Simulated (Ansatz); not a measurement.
The parent structure is Al2Pt (space group Fm-3m, No. 225; a = 5.897 Å; relaxed with 0.1 eV smearing). Axes: x, y, z lie along the cube axes.

Computed with PBEsol (Ansatz, an electronic-structure program, PAW, scalar-relativistic without spin-orbit coupling).

Base values:

The volume per atom is 17.09 Å³.

It is then changed as follows: compressive biaxial strain of 0.83 % in the plane normal to [111], as in epitaxy on a mismatched substrate; the out-of-plane cell vector and the atoms relax.

Question: Predict the new volume per atom.

Answer: The volume per atom falls by 0.133 Å³, from 17.09 Å³ to 16.95 Å³.

Question: Predict the new in-plane stress.

Answer: The mean in-plane stress (compression positive) amounts to +1.6 GPa.

Question: Predict the new energy relative to the base.

Answer: The energy rises by 1.5 meV/atom.

No phonon test of stability was made. The final runs are not spin-polarised.
